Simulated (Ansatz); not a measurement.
Consider CdS in the zinc blende structure (space group F-43m, No. 216; a = 5.878 Å). Axes: x, y, z lie along the cube axes.

Computed with r2SCAN, PAW, 500 eV (Ansatz, a first-principles code; spin-orbit coupling left out).

Free-standing slabs (2 atom(s) a layer) normal to [110] with 15 Å of vacuum; in-plane cell held at bulk.

One change was made to it. Results:

The excess energy per area of both faces (slab less bulk energy over the cell's area: twice a surface energy) comes out as 0.93 J/m²; the band gap goes up by 0.38 eV to 1.92 eV; the valence-band top at Γ (three highest levels, from the VBM) changes from 0.00, 0.00, 0.00 eV to 0.00, -0.07, -0.16 eV; the gap character amounts to direct at Γ.

Task: Which change produced these results?
(A) 2 layers
(B) 6 layers
(C) 5 layers
(D) 4 layers

Result: B, 6 layers. For comparison, the band gap in the other runs: 4 layers gives 2.09 eV; 5 layers gives 1.99 eV; 2 layers gives 2.47 eV.

Slab and bulk use different k-meshes, which limits the precision of the excess energy. No phonon test of stability was made. Labels are those of the standard path for the cell's own space group.
